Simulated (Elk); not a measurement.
A self-consistent single point of Tc2N (P6_3/mmc, 6 atoms in the cell) with Elk.

Method of the run: PBEsol, all-electron FP-LAPW, Elk's shipped species files, APW+lo basis with extra local orbitals (Elk 10.2.4).

```
Tc2N
1.0
    2.82470     0.00000     0.00000
   -1.41235     2.44626     0.00000
    0.00000     0.00000     9.68079
Tc N
4 2
Direct
  0.33333   0.66667   0.39245
  0.66667   0.33333   0.60755
  0.66667   0.33333   0.89245
  0.33333   0.66667   0.10755
  0.33333   0.66667   0.75000
  0.66667   0.33333   0.25000
```

Reference input (self-consistent single point, DFT, LDA (PW92), all-electron FP-LAPW, Elk's shipped species files, APW+lo basis with extra local orbitals): xctype = 3; rgkmax = 8; stype = 0; swidth = 0.00367493 Ha; ngridk = 11 11 3; tforce = true; gmaxvr = 18 1/bohr; lmaxapw = 10; lmaxo = 8; nxlo = 2; lorbcnd = true; lradstp = 2. This run's input differs from it in these lines:

```diff
@@ -4,3 +4,3 @@
 xctype
-  3
+  22
```

Output (repeated stretches shortened):

```
│ Self-consistent loop started │
│ Loop number : 1 │
 total energy                :     -17233.8918075
│ Loop number : 2 │
 total energy                :     -17235.0376142
RMS change in Kohn-Sham potential (target) :   0.9606791689     (  0.1000000000E-05)
Absolute change in total energy (target)   :    1.145806702     (  0.1000000000E-03)
│ Loop number : 3 │
 total energy                :     -17234.5984807
RMS change in Kohn-Sham potential (target) :   0.9510177584     (  0.1000000000E-05)
Absolute change in total energy (target)   :   0.1526818099     (  0.1000000000E-03)
│ Loop number : 4 │
   [... lines left out ...]
Absolute change in total energy (target)   :   0.5296526215E-03 (  0.1000000000E-03)
│ Loop number : 15 │
 total energy                :     -17247.0325974
RMS change in Kohn-Sham potential (target) :   0.1759641231E-05 (  0.1000000000E-05)
Absolute change in total energy (target)   :   0.1384700226E-03 (  0.1000000000E-03)
│ Loop number : 16 │
 total energy                :     -17247.0326193
RMS change in Kohn-Sham potential (target) :   0.3303667006E-06 (  0.1000000000E-05)
Absolute change in total energy (target)   :   0.1267481275E-04 (  0.1000000000E-03)
Convergence targets achieved

│ Loop number : 17 │

Energies :
 Fermi                       :     0.600281858057
 total energy                :     -17247.0326201

Density of states at Fermi energy :    68.11328814
 (states/Hartree/unit cell)

Estimated indirect band gap :   0.1512188758E-02
 from k-point      4 to k-point      2
Estimated direct band gap   :   0.9488183951E-02
 at k-point      8

Charges :
 core                        :    116.0000000
 valence                     :    70.00000000
 interstitial                :    11.95808051
 muffin-tins (core leakage)
  species :    1 (Tc)
   atom    1                 :    40.63140843     (  0.2234280288E-05)
   atom    2                 :    40.63140843     (  0.2234280288E-05)
   atom    3                 :    40.63140843     (  0.2234280288E-05)
   [... lines left out ...]
   total force               :     0.00000000   -0.00000000    0.00000000
   total magnitude           :     0.00000000
  atom :    2
   Hellmann-Feynman          :    -0.00000000    0.00000000    0.00000000
   IBS                       :     0.00000000    0.00000000    0.00000000
   total force               :    -0.00000000    0.00000000    0.00000000
   total magnitude           :     0.00000000
```

The run converged in 17 iterations. The count includes the last loop, which Elk runs after its targets are met. 

The starting cell comes from a database of computed structures (which also holds hypothetical and non-ambient phases and stackings), without a prior relaxation at this level. Spin polarisation is off. Values depend on the basis (sphere radii, cutoffs, local orbitals), which need not be converged. The log's line on a gap gives a spacing of levels on this mesh, which the program prints for metals too.

Cost on one core of a shared machine: roughly 4 min.
